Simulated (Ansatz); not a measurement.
Zinc-blende BeS, treated with G0W0@HSE06 (hard PAW, contour deformation; Ansatz, a quantum-chemistry and plane-wave program).

The same calculation (at the measured cell, 14.438 Å³/atom) with different numerical settings; throughout: k mesh 2×2×2:

| run | response cutoff (eV) | empty bands | quasiparticle gap on the mesh (eV) | quasiparticle gap at Γ (eV) | rough time |
|---|---|---|---|---|---|
| 1 | 100 | 120 | 4.343 | 7.378 | 30 core-s |
| 2 | 150 | 221 | 4.463 | 7.467 | 40 core-s |
| 3 | 200 | 341 | 4.522 | 7.513 | 60 core-s |
| 4 | 250 | 476 | 4.554 | 7.539 | 90 core-s |
| 5 | 300 | 626 | 4.572 | 7.553 | 3 core-min |
| 6 | 400 | 964 | 4.592 | 7.571 | 5 core-min |

In the column quasiparticle gap on the mesh (eV) the first row differs from the last by -0.249 and the next to last by -0.020.

The last row is no converged limit: other settings stay fixed.

Note: GW on a hybrid start was not checked against another program.
